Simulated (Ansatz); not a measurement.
```
CELL_PARAMETERS angstrom
      0.00000     2.66477     2.66477
      2.66477     0.00000     2.66477
      2.66477     2.66477     0.00000
ATOMIC_POSITIONS crystal
  Hf 0.00000 0.00000 0.00000
  O  0.25000 0.25000 0.25000
  O  0.75000 0.75000 0.75000
```

No spin polarisation.

Calculations: DFT with r2SCAN, PAW potentials and a 500 eV plane-wave cutoff in Ansatz (a program for electronic structure), no spin-orbit coupling, earlier PAW set. k-mesh 11×11×11 (Γ-centred); smearing 0.05 eV (Fermi–Dirac).

Q: Predict the band gap and electron mass.

A: 
* **Band gap**: 3.86 eV
* **Electron mass**: 1.4 mₑ along k, 0.84 mₑ across (at X)

Spin-orbit coupling, missing from the scalar runs, can matter with Hf. The cells carry an imposed strain or load. Effective masses come from finite differences of ±0.01 Å⁻¹. Along k means along the line from Γ to the band edge. Stability against distortions was not tested. The cell was made from HfO₂ in the fluorite structure (space group Fm-3m, No. 225) by this change: isotropic strain +5.35 %. This is not the structure that HfO2 has at room temperature and ambient pressure.
